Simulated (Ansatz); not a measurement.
We consider stishovite (SiO2), described by r²SCAN (Ansatz, a quantum-chemistry and plane-wave program, plane waves, PAW).

Run with plane-wave cutoff 560 eV, 8×8×12 k mesh (along the axes of the cell as run), Fermi–Dirac smearing 0.01 eV, scalar-relativistic PAW data made under PBE.

On both sides of the equilibrium volume: at 7.634 Å³/atom the pressure is 6.45 GPa and the direct gap at Γ 6.846 eV; at 7.946 Å³/atom they are -5.67 GPa and 6.206 eV. The fitted bulk modulus is 302 GPa.

Question: Work out the volume deformation potential of this gap and its pressure coefficient, in two ways.

Answer: a_V = dE_g/d ln V = (6.206 − 6.846)/ln(7.946/7.634) = -15.98 eV. Since dP = −B d ln V, dE_g/dP = −a_V/B = 53 meV/GPa. Straight from the pressures: (6.846 − 6.206)/(6.45 − (-5.67)) = 53 meV/GPa. At this level and over this range the gap at Γ widens under pressure.
